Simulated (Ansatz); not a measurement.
For L1₀ (CuAu-type) TiAl, PBE-D3(BJ) (PAW; Ansatz, a quantum-chemistry and plane-wave program) gives:

```
Property                     Value
------------------  --------------
lattice constant a         2.784 Å
c axis length              4.014 Å
formation enthalpy  -0.418 eV/atom
```

What does HSE06 (PAW; Ansatz) give for the same quantities?


- lattice constant a: 2.801 Å (grows by 0.6 %)
- lattice parameter c: 4.088 Å (grows by 1.8 %)
- formation enthalpy: -0.451 eV/atom (moves by -0.033 eV/atom)

For comparison: lattice constant a 2.826 Å (measured, temperature not stated, no zero-point or thermal correction, P4/mmm two-atom cell, a_fct/√2; as tabulated in Zope and Mishin (2003), arXiv:cond-mat/0306298); lattice parameter c 4.077 Å (measured, temperature not stated, no zero-point or thermal correction; as tabulated in Zope and Mishin (2003), arXiv:cond-mat/0306298); formation enthalpy -0.38 eV/atom (measured, temperature not stated, no zero-point or thermal correction; as tabulated in Zope and Mishin (2003), arXiv:cond-mat/0306298).

Changes are worked out from the printed values.

Unless a cell is named, each level is at its own relaxed cell (PBE-D3(BJ) 15.55, HSE06 16.03 Å³/atom).

Caveats: hybrids on metals are sensitive to the k mesh and can open a false gap (HSE06). Ansatz's density-functional and Hartree–Fock values are scalar-relativistic unless marked +SOC, with PAW data made under PBE.
